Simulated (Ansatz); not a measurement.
# Ru on the 1x1 (0001) surface of hcp Co, ferromagnetic, one in a 2x2 cell, started at the site 'hollow Co-Co-Co over Co at depth 2.0 Å'

Level of theory: PBE (plane waves to 420 eV, PAW; Ansatz, a first-principles code).

Model: 17-atom slab, 6.0 Å thick at the start under the adsorbate (thin: gaps and levels are the slab's own), 7x7x1 mesh, Fermi-Dirac 0.1 eV, dipole correction, 8 atoms held, the rest relaxed; held to the start's symmetry, so lower structures may exist; spin-polarised, no spin-orbit, no U, no dispersion correction. At the end it is bonded to 3 Co. In PBE it is, or lies within 0.03 eV of, the lowest of the starts that converged.

```json
{
  "adsorption energy against an atom of hcp Ru": "200 kJ/mol",
  "work_function_of_the_top_face": "3.68 eV",
  "change_of_the_work_function": "-1.30 eV",
  "change_of_the_step_from_the_bottom_to_the_top_vacuum_level_against_the_clean_slab": "-1.28 eV",
  "energy_released_by_relaxation": "1.31 eV",
  "height of the binding atom over the mean of the host atoms within 0.3 Å of the top one": "1.786 Å",
  "magnetic_moment_of_the_cell": "29.01 μB",
  "nearest_host_atoms_of_the_binding_atom": "Co at 2.35 Å, Co at 2.35 Å, Co at 2.35 Å",
  "largest_move_of_a_host_atom": "0.12 Å",
  "cost": "very roughly 13 core-minutes"
}
```

A negative adsorption energy means that the adsorbate is more stable on the surface than in its reference.
